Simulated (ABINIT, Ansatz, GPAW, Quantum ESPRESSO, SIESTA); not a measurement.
Code comparison for W (Im-3m, 1 atom in the cell)

Self-consistent single point.

```
W
1.0
   -1.58516     1.58516     1.58516
    1.58516    -1.58516     1.58516
    1.58516     1.58516    -1.58516
W
1
Cartesian
  0.00000   0.00000   0.00000
```

All programs got the same cell, k-point mesh and kind of occupations (in Ansatz's words: kpoints.mp_grid.grid = 19 19 19; scf.occupations.method = fermi_dirac; scf.occupations.width = 0.136 eV); potentials, basis and cutoffs are each program's usual ones.

```tsv
code	model	pressure (GPa)	k-points	cutoff
Ansatz	PBE, PAW files	3.88	220	default
ABINIT	PBE, PAW (JTH v2.0 PBE PAW)	3.90	220	20 Ha
Quantum ESPRESSO	PBE, GBRV 1.5 ultrasoft (PBE) pseudopotentials	0.56	220	40 Ry
SIESTA	GGA PBE, numerical atomic orbitals TZP, PseudoDojo PBE standard norm-conserving potentials (rewritten from UPF to PSML)	2.84	3430	grid 400 Ry
GPAW	PBE, GPAW PAW datasets PBE (gpaw-data 1.0.1)	3.60	220	550 eV
```

The spread over the programs that give each value: pressure within 3.34 GPa.

The starting cell comes from a database of computed structures (which also holds hypothetical and non-ambient phases and stackings), without a prior relaxation at this level. On Ansatz's run: Spin-orbit coupling is off. Spin polarisation is off. In the base run, with a pressure of about 4 GPa the cell is away from its equilibrium volume at this level.

Question: Why do the programs differ, and what cannot be compared?

Answer: Differences of this kind can come from the potentials, where these differ, and from what each basis and cutoff leave unconverged. The zero of total energies and Fermi levels follows the potentials and each program's conventions, so they are not compared here. SIESTA uses small atom-centred bases, whose incompleteness enters pressures, forces and empty levels differently from a plane-wave cutoff. Ansatz's pressure is given at a fixed set of plane waves, as the other plane-wave codes print theirs; with its correction for the finite basis it is 3.97 GPa. The programs reduce the same mesh by symmetry to different extents, which changes the work and not the result. In the pressure, Quantum ESPRESSO (by 3.18) lies more than 1 GPa from the median of the plane-wave programs.

Left out of this page: Elk and FLEUR (not drawn, or without a comparable value).

Ansatz is a first-principles code.

Keys are those of Ansatz 0.2.
